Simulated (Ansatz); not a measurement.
H2O on the 1x1 (0001) surface of corundum (cut with top plane Al), one in a 1x1 cell, started at the site 'hollow Al-O-O-O over O at depth 2.3 Å'

Host crystal: corundum, with a band gap (PBE, scalar-relativistic without spin-orbit coupling).

All values below come from r2SCAN, at the PBE geometry (plane waves to 500 eV, PAW; Ansatz, a first-principles code).

Model: 23-atom slab, 6.7 Å thick at the start under the adsorbate (thin: gaps and levels are the slab's own), 6x6x1 mesh, Fermi-Dirac 0.01 eV, dipole correction, single point; no symmetry held, on the structure that PBE left; no spin, no spin-orbit, no U, no dispersion correction. At the end it is bonded to Al. In PBE it is, or lies within 0.03 eV of, the lowest of the starts that converged; the order may differ at this level.

| Property | Value |
|---|---|
| adsorption energy against H2O(g) at the same level | -1.13 eV |
| gap of the slab on its k-mesh | 4.07 eV |
| highest filled level below the top vacuum level | 5.20 eV |
| change of the step from the bottom to the top vacuum level, against the clean slab | -1.74 eV |
| height of the binding atom over the mean of the host atoms within 0.3 Å of the top one | 2.037 Å |
| nearest host atoms of the binding atom | Al at 2.02 Å, O at 2.64 Å, O at 2.71 Å |
| caution | the clean host was not checked against rearrangement in a larger or rattled cell |
| note | in the relaxation the adsorbate left its starting site by 0.9 Å |
| cost | around 110 core-seconds (rough) |

A negative adsorption energy means that the adsorbate is more stable on the surface than in its reference.
